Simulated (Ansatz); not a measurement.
**Short convergence ladders for LiHF2 (R-3m, 4 atoms in the cell)**

```yaml
crystal:
  lattice:
    - [1.46258, 0.84442, 4.35359]
    - [-1.46258, 0.84442, 4.35359]
    - [0.00000, -1.68885, 4.35359]
  atoms:
    - { symbol: Li, position: [0.00000, 0.00000, 0.00000] }
    - { symbol: H, position: [0.50000, 0.50000, 0.50000] }
    - { symbol: F, position: [0.41331, 0.41331, 0.41331] }
    - { symbol: F, position: [0.58669, 0.58669, 0.58669] }
```

Base method: LDA (PW92), default PAW files made with PBE (plane waves; Ansatz, a first-principles code).

Base settings: basis.ecutwfc = 420 eV; kpoints.mp_grid.grid = 10 10 10; hamiltonian.xc = lda; hamiltonian.pseudopotentials = {kind: paw} (the program's default PAW files); scf.occupations.method = fixed.

Core times come from one kind of shared machine, to one figure; runs under 30 s give none.

**Zone-centre phonons against the cutoff**

In this ladder: phonons.method = dfpt; phonons.dielectric = true; phonons.rigid_motions = translations.

The mesh stays at the base's, so the ladder's end is converged at best in this setting alone.

Frequencies are those of the unrelaxed cell, without the LO-TO term of polar crystals.

Only quantities that move along the ladder and can be compared are tabulated.

ε∞ and Born charges come from denser meshes that the program picks itself.

| basis.ecutwfc | highest zone-centre frequency (cm⁻¹) | lowest optical frequency (cm⁻¹) | largest Born charge (mean of the diagonal) (e) | mean ε∞ | core time / last (rough) |
|---|---|---|---|---|---|
| 210 eV | 1138.1 | 226.4 | 1.092 | 1.978 | 0.4 |
| 250 eV | 1464.5 | 178.4 | 1.073 | 1.963 | 0.5 |
| 295 eV | 1807.9 | 134.0 | 1.066 | 1.966 | 0.5 |
| 420 eV | 1890.7 | 152.3 | 1.067 | 1.972 | 0.6 |
| 630 eV | 1885.4 | 152.9 | 1.067 | 1.973 | 1 |

Coarsest basis.ecutwfc that holds the lowest optical frequency within 10 cm⁻¹ of the last step, with all finer ones: 420 eV; the step before is off by 19 cm⁻¹.

Coarsest basis.ecutwfc that holds the largest Born charge (mean of the diagonal) within 0.005 e of the last step, with all finer ones: 295 eV; the step before is off by 0.006 e.

**The force threshold of a relaxation**

On LiHF2 (R3m, 4 atoms in the cell): one atom moved by 0.15 angstrom.

In this ladder: relax = atoms.

The mesh stays at the base's, so the ladder's end is converged at best in this setting alone.

Only quantities that move along the ladder and can be compared are tabulated.

| relax.f_tol | free energy less the last step's (meV/atom) | largest force left (eV/Å) | relaxation steps |
|---|---|---|---|
| 0.2 eV/Å | 0.48 | 0.1509 | 3 |
| 0.05 eV/Å | 0.02 | 0.0490 | 5 |
| 0.02 eV/Å | 0.00 | 0.0078 | 5 |
| 0.005 eV/Å | 0.00 | 0.0001 | 6 |
| 0.001 eV/Å | 0.00 | 0.0001 | 7 |

Coarsest relax.f_tol that holds the free energy within 0.05 meV/atom of the last step, with all finer ones: 0.05 eV/Å; the step before is off by 0.48 meV/atom.

Coarsest relax.f_tol that holds the largest force left within 0.02 eV/Å of the last step, with all finer ones: 0.02 eV/Å; the step before is off by 0.049 eV/Å.

On the base run: the starting cell comes from a database of computed structures (which also holds hypothetical and non-ambient phases and stackings), without a prior relaxation at this level. Its lattice was rescaled by up to half a per cent.

Keys are those of Ansatz 0.2.
